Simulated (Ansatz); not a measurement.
Amorphous Hf$_{18}$O$_{37}$Na$_{2}$, 57 atoms at 8.64 g/cm³, one PBE-relaxed geometry, zone centre. Methods: PBE, scalar-relativistic without spin-orbit coupling (Ansatz, a program for electronic structure); r2SCAN, scalar-relativistic without spin-orbit coupling (Ansatz); HSE06, scalar-relativistic without spin-orbit coupling (Ansatz). Plane waves to 420 eV (r2SCAN 500 eV); exact exchange is cut at the cell's faces. At PBE the levels at the filled edge of the gap are localised (band-tail or defect states). All rungs ran without spin polarisation.

It comes from a melt-quench run on a machine-learned potential (CHGNet), relaxed afterwards by DFT. O atoms were pushed apart under 1.9 Å during the dynamics, to hinder bonds among them. The hot cell started wider than the set density and was brought back towards it in steps. It is the lowest in DFT energy of 2 quenches. It is a model cell: composition and starting density were chosen by hand, and all elements were melted together. No dispersion term was used. Its density started from a set value of 8.64 and ended at 8.64 g/cm³. The quench (nominally 450 K/ps over its main leg) was far faster than any real one, so the model tends to hold more defects than a real film. Values belong to this one cell and scatter from quench to quench. The volume was held where the preparation left it and the shape relaxed, at a PBE pressure of 0.8 GPa. Stress components on the final sampling reach 0.9 GPa. On a 2×2×2 Γ-centred mesh force components of up to 0.12 eV/Å stay, since the relaxation ran on the zone centre alone.

The relaxation ran on the zone centre alone. At PBE the level gap is 4.07 eV on a 2×2×2 Γ-centred mesh, and the spacing at the zone centre alone 4.20 eV.

Problem. What zone-centre spacing does r2SCAN give, roughly?

Solution. 4.68 eV (+0.48 eV against PBE).

Problem. What zone-centre spacing does HSE06 give, roughly?

Solution. 5.77 eV (+1.58 eV against PBE).

The highest filled and the lowest empty state spread over these numbers of atoms (participation numbers): PBE: 6.8 and 25.2; r2SCAN: 6.6 and 23.5; HSE06: 6.8 and 28.8.
